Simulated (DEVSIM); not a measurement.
System: Schottky contact on n-type InP, at 300 K.

| layer (left to right) | material | thickness (μm) | Nd (cm⁻³) | τn (s) | τp (s) |
|---|---|---|---|---|---|
| 1 | InP | 11.0 | 3.1e15 | 8.2e-8 | 8.2e-8 |

Left contact: Schottky, work function 5.36 eV, emission velocity 3.8e6 cm/s. Right contact: ohmic. Voltage is applied to the left contact. Recombination: SRH at mid-gap, Auger. Mobility is constant in doping.

This is a model device: material constants are rounded textbook-type values typed into the input, and sizes, dopings and lifetimes were drawn at random. Values at 300 K.

```tsv
parameter	InP
gap (eV)	1.344
affinity (eV)	4.38
permittivity	12.5
Nc (cm⁻³)	5.7e17
Nv (cm⁻³)	1.1e19
μn (cm²/Vs)	5200
μp (cm²/Vs)	170
Cn (cm⁶/s)	9e-31
Cp (cm⁶/s)	9e-31
```

DEVSIM, 1D drift-diffusion, Boltzmann statistics, complete ionisation; no tunnelling, impact ionisation, image-force lowering or self-heating. Metal contacts follow the ideal Schottky-Mott rule: no Fermi-level pinning, no interface dipoles.

Tabulate band edges, carrier densities and field at zero bias.

Energies count from the Fermi level of the right contact; mesh points crowd at the junctions.

```
x (μm)   Ec (eV)  Ev (eV)  n (cm⁻³)  p (cm⁻³)  field (V/cm)
-------  -------  -------  --------  --------  ------------
0.000      0.980   -0.364     < 1e2    8.4e12        -27000
0.01515    0.939   -0.405     < 1e2    1.8e12        -26000
0.03729    0.882   -0.462       870    1.9e11        -25000
0.07587    0.787   -0.557     34000     4.9e9        -24000
0.1598     0.604   -0.740     4.1e7   4000000        -20000
0.2754     0.403   -0.941    9.6e10      1700        -15000
0.4637     0.205   -1.139    2.1e14     < 1e2         -6400
0.8734     0.135   -1.209    3.0e15     < 1e2           -67
1.438      0.135   -1.209    3.1e15     < 1e2           ≈ 0
2.356      0.135   -1.209    3.1e15     < 1e2           ≈ 0
3.698      0.135   -1.209    3.1e15     < 1e2           ≈ 0
6.695      0.135   -1.209    3.1e15     < 1e2           ≈ 0
8.256      0.135   -1.209    3.1e15     < 1e2           ≈ 0
9.324      0.135   -1.209    3.1e15     < 1e2           ≈ 0
10.14      0.135   -1.209    3.1e15     < 1e2           ≈ 0
10.46      0.135   -1.209    3.1e15     < 1e2           ≈ 0
10.68      0.135   -1.209    3.1e15     < 1e2           ≈ 0
10.81      0.135   -1.209    3.1e15     < 1e2           ≈ 0
10.91      0.135   -1.209    3.1e15     < 1e2           ≈ 0
10.95      0.135   -1.209    3.1e15     < 1e2           ≈ 0
10.98      0.135   -1.209    3.1e15     < 1e2           ≈ 0
11.00      0.135   -1.209    3.1e15     < 1e2           ≈ 0
```
